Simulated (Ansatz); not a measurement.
CrF₄ (P4₂/mnm, No. 136; cell taken from a computed entry) was calculated with LDA (PAW; Ansatz, a first-principles code).

Run with plane-wave cutoff 500 eV, 6×6×10 k mesh (along the axes of the cell as run), Fermi–Dirac smearing 0.05 eV, spin-polarised start, scalar-relativistic PAW data made under PBE.

Computed at the level's own relaxed cell.

Task: Predict the volume per atom, equilibrium lattice constant a and lattice parameter c.

Result: 
- volume per atom: 11.33 Å³/atom
- equilibrium lattice constant a: 7.820 Å
- lattice parameter c: 3.705 Å

Note: the magnetic order was assumed, not searched for or taken from measurement; the relaxation could not lower the start's symmetry, so the cell can be a saddle point above a distorted one.

Static lattice: no zero-point or thermal effects.
